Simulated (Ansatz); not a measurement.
Method: PBE (plane waves to 420 eV, PAW; Ansatz, a first-principles code).

Electrostatic potential energy of an electron, averaged over planes parallel to the surface, in eV from the Fermi level, for the (100) surface of rock-salt TiN, Zr on all Ti sites of the second plane (bottom of the slab: a bare face, its two planes held):

```
z (Å)  V (eV)
-----  ------
3.66     2.50
3.94     2.50
4.22     2.50
4.50     2.49
4.78     2.48
5.06     2.46
5.34     2.43
5.62     2.38
5.91     2.28
6.19     2.11
6.47     1.77
6.75     1.11
7.03    -0.26
7.31    -3.57
7.59   -10.01
7.88   -16.66
8.16   -18.64
8.44   -14.60
8.72    -7.59
9.00    -2.98
9.28    -2.66
9.56    -6.65
9.84   -13.72
10.12  -18.69
10.41  -17.76
10.69  -11.66
10.97   -5.15
11.25   -2.46
11.53   -4.04
11.81   -9.67
12.09  -16.44
12.38  -19.07
12.66  -15.53
12.94   -8.50
13.22   -3.50
13.50   -2.90
13.78   -6.63
14.06  -13.44
14.34  -18.52
14.62  -17.88
14.91  -11.89
15.19   -5.25
15.47   -2.48
15.75   -3.39
16.03   -8.01
16.31  -17.22
16.59  -25.00
16.88  -25.23
17.16  -17.74
17.44   -8.50
17.72   -3.98
18.00   -3.75
18.28   -7.03
18.56  -12.37
18.84  -17.39
19.12  -17.64
19.41  -11.96
19.69   -4.09
19.97    0.13
20.25    1.69
20.53    2.38
20.81    2.70
21.09    2.85
21.38    2.92
21.66    2.95
21.94    2.97
22.22    2.97
22.50    2.98
22.78    2.98
23.06    2.98
23.34    2.98
```

Slab: 12 atoms, 10.8 Å thick at the start with caps and adatoms (thin: gaps and levels are the slab's own); k 12x12x1, smearing 0.1 eV, dipole-corrected; 4 atoms held, the rest relaxed; held to the start's symmetry, so lower structures may exist; no spin, no spin-orbit, no U. It is one candidate, not shown to be the stable structure of the face.

Q: The surface cell has an area of 9.02 Å². What dipole along the normal does the step between the two vacuum levels imply?

A: the top vacuum level lies 0.47 eV above the bottom one; p = −ε₀ A ΔV (ε₀ = 0.005526 e/(V·Å)) gives -0.02 e·Å a cell.
